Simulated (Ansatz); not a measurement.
Here is the system:

```yaml
crystal:
  lattice:
    - [4.14929, 0.00000, 0.00000]
    - [0.00000, 4.14929, 0.00000]
    - [0.00000, 0.00000, 3.98862]
  atoms:
    - { symbol: Ti, position: [0.50000, 0.50000, 0.44413] }
    - { symbol: Ba, position: [0.00000, 0.00000, 0.93052] }
    - { symbol: O, position: [0.50000, 0.50000, 0.90295] }
    - { symbol: O, position: [0.50000, 0.00000, 0.41420] }
    - { symbol: O, position: [0.00000, 0.50000, 0.41420] }
```

No spin polarisation.

Calculations: PBE (Ansatz, a first-principles code, PAW, no SOC), earlier PAW set. Settings: 8×8×8 k-points, 0.05 eV Fermi–Dirac smearing.

Question: Predict the band gap and space group.

Answer: 
```json
{
  "band_gap": "1.74 eV",
  "space_group": "P4mm (No. 99)"
}
```

The cells carry an imposed strain or load. Stability against distortions was not tested. All final runs are without spin polarisation. The cell was made from BaTiO3 (space group P4mm, No. 99) by this change: biaxial strain +4.12 %, plane normal [001], relaxed out of plane.
